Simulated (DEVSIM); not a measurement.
Device: Schottky contact on n-type Ge, at 300 K.

```
layer (left to right)  material  thickness (μm)  Nd (cm⁻³)   τn (s)   τp (s)
---------------------  --------  --------------  ---------  -------  -------
1                            Ge           0.560     1.5e15  0.00052  0.00052
2                            Ge            8.80     9.1e17  0.00052  0.00052
```

Left contact: Schottky, work function 4.46 eV, emission velocity 4.3e6 cm/s. Right contact: ohmic. Voltage is applied to the left contact. Recombination: SRH at mid-gap. Mobility is constant in doping.

The device is made up for the run: typed textbook-type constants, with dimensions and the other settings drawn at random. Values at 300 K.

```
parameter           Ge
-------------  -------
gap (eV)         0.664
affinity (eV)        4
permittivity        16
Nc (cm⁻³)      1.04e19
Nv (cm⁻³)         6e18
μn (cm²/Vs)       3900
μp (cm²/Vs)       1900
```

Simulated with DEVSIM: 1D drift-diffusion, Boltzmann statistics, complete ionisation; no tunnelling, impact ionisation, image-force lowering or self-heating. Metal contacts follow the ideal Schottky-Mott rule: no Fermi-level pinning, no interface dipoles.

The thickness of layer 1 was swept, all else fixed.

| thickness of layer 1 (μm) | dark forward voltage at 100 A/cm² (V) |
|---|---|
| 0.11 | 0.173 |
| 0.2 | 0.175 |
| 0.34 | 0.178 |
| 0.56 | 0.181 |
| 0.95 | 0.185 |
| 1.7 | 0.191 |
| 2.8 | 0.200 |

From the first row to the last the dark forward voltage at 100 A/cm² goes from 0.173 to 0.200.
